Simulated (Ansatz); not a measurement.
## SnPd (space group Pnma, No. 62)

SnPd is modelled in the orthorhombic space group Pnma (No. 62), Pearson symbol oP8. Lattice parameters: a = 6.128 Å, b = 3.919 Å, c = 6.319 Å, α = β = γ = 90.00°. Sn on 4c is coordinated by 6 Pd at 2.656–2.804 Å. Pd on 4c has 6 Sn at 2.656–2.804 Å and 4 Pd at 3.063–3.169 Å. (Neighbours: up to the widest gap in distance over summed covalent radii, below 1.35, at either atom.)

All numbers come from Ansatz (an electronic-structure program), PBEsol, PAW, cutoff 420 eV, spin-orbit coupling left out. k-mesh 8×12×8 (Γ-centred); smearing 0.05 eV (Fermi–Dirac).

```json
{
 "volume_per_atom": "18.97 Å³",
 "density": "9.85 g/cm³",
 "band_gap": "zero",
 "total_energy": "-6428.778 eV/atom (σ→0; compares only within this code and set-up)"
}
```

No phonon test of stability was made. The final runs are not spin-polarised.
